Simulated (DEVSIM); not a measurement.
Device: Au/La2O3/p-Si capacitor, at 300 K.

```tsv
layer (left to right)	material	thickness (nm)	Na (cm⁻³)
1	La2O3	2.70	-
2	Si	5900	9.6e15
```

Metal gate on the left, work function 5.1 eV. Fixed charge at the semiconductor interface -2.1e10 cm⁻² (in units of +e); interface traps 2.4e12 cm⁻² eV⁻¹, uniform in energy, neutral level at 0.5 of the gap above the valence band.

This is a model device: material constants are rounded textbook-type values typed into the input, and sizes, dopings and lifetimes were drawn at random. Values at 300 K.

```csv
parameter,La2O3,Si
gap (eV),5.8,1.124
affinity (eV),1.8,4.05
permittivity,27,11.7
Nc (cm⁻³),-,2.86e19
Nv (cm⁻³),-,3.1e19
```

Simulated with DEVSIM: 1D Poisson equation in equilibrium, Boltzmann statistics, complete ionisation; no quantum confinement or tunnelling. Metal contacts follow the ideal Schottky-Mott rule: no Fermi-level pinning, no interface dipoles.

The interface trap density was swept, all else fixed.

| interface trap density (cm^-2 eV^-1) | minimum of the low-frequency capacitance (μF/cm²) | threshold voltage (band bending 2φF) (V) | flat-band voltage (V) |
|---|---|---|---|
| 0 | 0.0385 | 0.85 | 0.14 |
| 1e10 | 0.0401 | 0.85 | 0.14 |
| 1e11 | [?] | 0.85 | 0.13 |
| 3e11 | 0.0860 | 0.85 | 0.13 |
| 1e12 | 0.195 | 0.86 | 0.13 |
| 2e12 | 0.345 | 0.86 | 0.12 |
| 2.4e12 | 0.404 | 0.86 | 0.12 |

Task: Complete the blanks.

Result: 
- 1e11, minimum of the low-frequency capacitance (μF/cm²): 0.0544
